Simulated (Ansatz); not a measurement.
**Carrier properties of SnO2 under load (space group P4_2/mnm)**

Data:

```
CELL_PARAMETERS angstrom
      4.75738     0.00000     0.00000
      0.00000     4.75738     0.00000
      0.00000     0.00000     3.23381
ATOMIC_POSITIONS crystal
  Sn 0.00000 0.00000 0.00000
  Sn 0.50000 0.50000 0.50000
  O  0.30651 0.30651 0.00000
  O  0.69349 0.69349 0.00000
  O  0.80651 0.19349 0.50000
  O  0.19349 0.80651 0.50000
```

The numbers are results of PBE, rigid bands (plane waves, PAW, scalar-relativistic; Ansatz, a quantum-chemistry and plane-wave program), not measurements. Condition of this run: uniaxial stress along c of -2 GPa (compression positive) (the target of the relaxation). Cell: cell and atoms relaxed with PBEsol, then loaded as said.

```
Quantity                                                                                                                                                              Value
---------------------------------------------------------------------------------------------------------------------------------------  ----------------------------------
band gap                                                                                                                                                            0.97 eV
electron conductivity mass (300 K, dilute)                                                                                               0.198 (x), 0.198 (y), 0.177 (z) mₑ
hole conductivity mass (300 K, dilute)                                                                                                      1.46 (x), 1.46 (y), 1.98 (z) mₑ
effective density of states N_c (300 K)                                                                                                                         1.9e18 cm⁻³
effective density of states N_v (300 K)                                                                                                                         4.8e19 cm⁻³
density-of-states mass, electrons                                                                                                                                  0.180 mₑ
density-of-states mass, holes                                                                                                                                       1.54 mₑ
Seebeck coefficient, n-type 1e19 cm⁻³, 300 K                                                                                                                      -110 μV/K
best n-type power factor at 300 K for τ = 10 fs (best axis; densities from 1e16 to 1e21 cm⁻³ tried, whether or not they can be reached)        1.88 μW/(cm·K²) at 1e19 cm⁻³
Seebeck coefficient, p-type 1e19 cm⁻³, 300 K                                                                                                                       350 μV/K
best p-type power factor at 300 K for τ = 10 fs (best axis; densities from 1e16 to 1e21 cm⁻³ tried, whether or not they can be reached)         5.1 μW/(cm·K²) at 1e20 cm⁻³
```

Rigid bands; masses and Seebeck coefficients take one relaxation time τ for all states and one kind of carrier; polarons and phonon drag are left out. Spin-orbit coupling is left out; where it splits the top of the valence band, N_v and the p-type Seebeck coefficient come out somewhat high without it. Geometry: cell and atoms relaxed with PBEsol.
